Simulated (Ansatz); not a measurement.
H on the 1x1 (0001) surface of hcp Co, ferromagnetic, one in a 2x2 cell, energies for each (21.5 Å²). Energies are against ½ H2(g), without zero-point or thermal terms; each row is named by its start.

Level of theory: PBE (plane waves to 420 eV, PAW; Ansatz, an electronic-structure program).

Model: 17-atom slab, 6.0 Å thick at the start under the adsorbate (thin: gaps and levels are the slab's own), 7x7x1 mesh, Fermi-Dirac 0.1 eV, dipole correction, 8 atoms held, the rest relaxed; each run with such symmetry as its start has; spin-polarised, no spin-orbit, no U, no dispersion correction.

A negative adsorption energy means that the adsorbate is more stable on the surface than in its reference. Heights count from the host atoms within 0.3 Å of the top one.

```
starting site                           E_ads (eV)  height (Å)  nearest host atom (Å)  bonded to  Δ work function (eV)  lateral drift (Å)  moment (μB)
--------------------------------------  ----------  ----------  ---------------------  ---------  --------------------  -----------------  -----------
top Co                                           ?        1.51                Co 1.51         Co                  0.16                0.0         26.3
hollow Co-Co-Co                              -0.54        0.96                Co 1.74       3 Co                 -0.04                0.0         26.6
hollow Co-Co-Co over Co at depth 2.0 Å           ?        0.97                Co 1.74       3 Co                 -0.04                0.0         26.7
bridge Co-Co (span 2.5 Å)                    -0.54        0.96                Co 1.73       3 Co                 -0.04                0.7         26.6
```

Q: Complete the blanks.

A: 
- top Co, E_ads (eV): 0.08
- hollow Co-Co-Co over Co at depth 2.0 Å, E_ads (eV): -0.51
